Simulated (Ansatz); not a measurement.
We consider K₂Pt (Fm-3m, No. 225, 3 atoms in the cell; start mp-1062676), described by PBEsol in Ansatz (PAW).

Run with plane-wave cutoff 500 eV, 12×12×12 k mesh, Fermi–Dirac smearing 0.1 eV, scalar-relativistic PAW data made under PBE.

Cell (relaxed at this level):

Space group Fm-3m (No. 225); a = 7.474 Å, b = 7.474 Å, c = 7.474 Å, α = 90.00°, β = 90.00°, γ = 90.00°

```tsv
atom	site	symmetry	x	y	z
K	8c	-43m	0.2500	0.2500	0.2500
Pt	4a	m-3m	0.0000	0.0000	0.0000
```
(The calculation used a cell of 3 atoms; values per cell refer to that cell.)

Problem. Predict the band gap.

Solution. 
- band gap = 1.40 eV (on the SCF k mesh)

Note: the relaxation could not lower the start's symmetry, so the cell can be a saddle point above a distorted one.

Spin–orbit coupling is not included; with these elements it can move the gap by several tenths of an eV or more.

It cost around 60 core-seconds (rough) of CPU time.

A start named mp-… is a Materials Project structure, which need not be a measured phase.

Ansatz is a quantum-chemistry and plane-wave program.
